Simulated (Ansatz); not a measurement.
Levels about the gap of amorphous Si26O36C8 (70 atoms in a cell of 1096 Å³, 2.13 g/cm³; zone centre alone, so wide bands show as single levels with stretches between that a denser mesh fills), at the geometry that PBE relaxed, where it gives 0.0 GPa on a denser mesh. The participation number counts the atoms over which a state spreads; weights are charges in smoothed Voronoi cells. The levels come from a single point, so bond lengths are those of that geometry. Method of the levels: r2SCAN, scalar-relativistic without spin-orbit coupling (Ansatz, an electronic-structure program). Sampling: the zone centre alone; Fermi-Dirac width 0.01 eV; collinear spin, started from moments on atoms (the moments died out). At PBE the levels at both edges of the gap are localised (band-tail or defect states), and the nearest spread-out levels lie 2.6 eV apart at the zone centre.

It comes from a melt-quench run on a machine-learned potential (CHGNet), relaxed afterwards by DFT. O atoms were pushed apart under 1.9 Å during the dynamics, to hinder bonds among them. The hot cell started wider than the set density and was brought back towards it in steps. It is the lowest in DFT energy of 2 quenches. It is a model cell: composition and starting density were chosen by hand, and all elements were melted together. No dispersion term was used. Its density started from a set value of 2.36 and ended at 2.13 g/cm³. The simulated quench (nominally 1000 K/ps over its main leg) is rapid and tends to freeze in more defects than a deposited or slowly cooled glass has. Values belong to this one cell and scatter from quench to quench. Volume and shape were free in the relaxation.

| E - E(highest filled), eV | filling | spin | participation number | largest on | weight Si | weight C | weight O |
|---|---|---|---|---|---|---|---|
| -0.49 | filled | up | 7.2 | C, 3 neighbours | 0.38 | 0.37 | 0.24 |
| -0.35 | filled | dn | 7.0 | O, 1 neighbours | 0.41 | 0.19 | 0.40 |
| -0.35 | filled | up | 7.0 | O, 1 neighbours | 0.41 | 0.19 | 0.40 |
| -0.24 | filled | dn | 7.5 | Si, 4 neighbours | 0.55 | 0.26 | 0.19 |
| -0.24 | filled | up | 7.5 | Si, 4 neighbours | 0.55 | 0.26 | 0.19 |
| 0.00 | filled | up | 5.6 | Si, 2 neighbours | 0.63 | 0.12 | 0.25 |
| 0.00 | filled | dn | 5.6 | Si, 2 neighbours | 0.63 | 0.12 | 0.25 |
| 1.72 | empty | up | 2.9 | Si, 2 neighbours | 0.69 | 0.03 | 0.28 |
| 1.72 | empty | dn | 2.9 | Si, 2 neighbours | 0.69 | 0.03 | 0.28 |
| 1.82 | empty | up | 3.6 | C, 3 neighbours | 0.16 | 0.45 | 0.39 |
| 1.82 | empty | dn | 3.6 | C, 3 neighbours | 0.16 | 0.45 | 0.39 |
| 1.99 | empty | up | 5.2 | C, 3 neighbours | 0.26 | 0.40 | 0.34 |
| 1.99 | empty | dn | 5.2 | C, 3 neighbours | 0.26 | 0.40 | 0.34 |
| 2.42 | empty | up | 15.7 | C, 3 neighbours | 0.51 | 0.33 | 0.16 |

Most localised among these is the empty level at +1.72 eV, on a Si atom, which has 2 neighbours (O 1.65 Å, Si 2.47 Å).
